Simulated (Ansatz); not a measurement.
Results of PBE-D3(BJ) (Ansatz, a first-principles code, plane waves, PAW) for Al2Cu (I4/mcm, No. 140).

Numerical settings: plane-wave cutoff 500 eV, 14×14×14 k mesh, Fermi–Dirac smearing 0.1 eV, no spin polarisation, scalar-relativistic PAW data made under PBE.

Computed at the level's own relaxed cell.

Question: What does this level give for the volume per atom, equilibrium lattice constant a and c axis length?

Answer: 
- volume per atom: 14.26 Å³/atom
- equilibrium lattice constant a: 5.970 Å
- c axis length: 4.802 Å

The run finds no gap.

Static lattice: no zero-point or thermal effects.
